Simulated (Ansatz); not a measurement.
System: CrCl3 (R-3, No. 148; cell taken from a computed entry). Method: r²SCAN-D4 (PAW; Ansatz, a program for electronic structure).

Run with plane-wave cutoff 500 eV, 8×8×8 k mesh, gaussian smearing 0.02 eV, spin-polarised start, scalar-relativistic PAW data made under PBE.

Cell (relaxed at this level):

Space group R-3, hexagonal axes (No. 148); a = 5.9751 Å, b = 5.9751 Å, c = 17.4019 Å, α = 90.00°, β = 90.00°, γ = 120.00°

```tsv
atom	site	symmetry	x	y	z
Cr	6c	3.	0.0000	0.0000	0.3335
Cl	18f	1	0.0208	0.3328	0.2568
```
(The calculation used a cell of 8 atoms; values per cell refer to that cell.)

Question: Predict the band gap.

Answer: 
- band gap: 2.44 eV (on the SCF k mesh)

Note: the magnetic order was assumed, not searched for or taken from measurement; the relaxation could not lower the start's symmetry, so the cell can be a saddle point above a distorted one.
